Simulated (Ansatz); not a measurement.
# PdTeSe (P3m1, No. 156, 3 atoms in the cell; start mp-1217263)

All values below come from PBEsol (Ansatz, a first-principles code, plane waves, PAW).

Settings: plane-wave cutoff 520 eV, 18×18×12 k mesh (along the axes of the cell as run), Fermi–Dirac smearing 0.05 eV, scalar-relativistic PAW data made under PBE.

Cell (relaxed at this level):

```
PdSeTe
1.0
    3.90117     0.00000     0.00000
   -1.95059     3.37852     0.00000
    0.00000     0.00000     4.86816
Te Pd Se
1 1 1
Direct
  0.00000   0.00000   0.72353
  0.33333   0.66667   0.01096
  0.66667   0.33333   0.26551
```

- bulk modulus = 74.4 GPa

Note: the run has no spin polarisation, so it can have missed a magnetic state; the bulk modulus is −V dP/dV from two relaxed cells at ±2 % in volume; the relaxation could not lower the start's symmetry, so the cell can be a saddle point above a distorted one.

Spin–orbit coupling is not included; it can open a gap where bands touch, and shift volumes and moduli.

The computed numbers hold no vibrational or temperature effects.

A start named mp-… is a Materials Project structure, which need not be a measured phase.
